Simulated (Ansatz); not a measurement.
# A computed series for Mo: response to strain

Base system: Mo in the bcc (W type) structure (space group Im-3m, No. 229; a = 3.1611 Å; relaxed with 0.1 eV smearing).

Strains are applied to the cell and any free atomic positions relax.

The values are results of Ansatz (a first-principles code) PBE, spin-orbit coupling left out, not measurements.

Notes on the quantities. energy relative to the base: free energy F.

| isotropic strain (%) | energy relative to the base (meV/atom) |
|---|---|
| -2.5 | 78.0 |
| -1.5 | 27.2 |
| -0.5 | 2.9 |
| 0 | 0.0 |
| 0.5 | 2.8 |
| 1.5 | 24.7 |
| 2 | 43.1 |
| 2.5 | ? |
| 3 | 94.0 |

Question: Fit ΔE = Aε² + Bε³ (ε in %) to the rows shown and predict the withheld row.

Answer: Least squares on the printed values gives A = 11.5 and B = -0.37 meV/atom (largest residual 0.1 meV/atom); this predicts 66.4 meV/atom, and the run gives 66.3 meV/atom, in agreement.

Whether these cells are dynamically stable was not tested. The final runs are not spin-polarised.
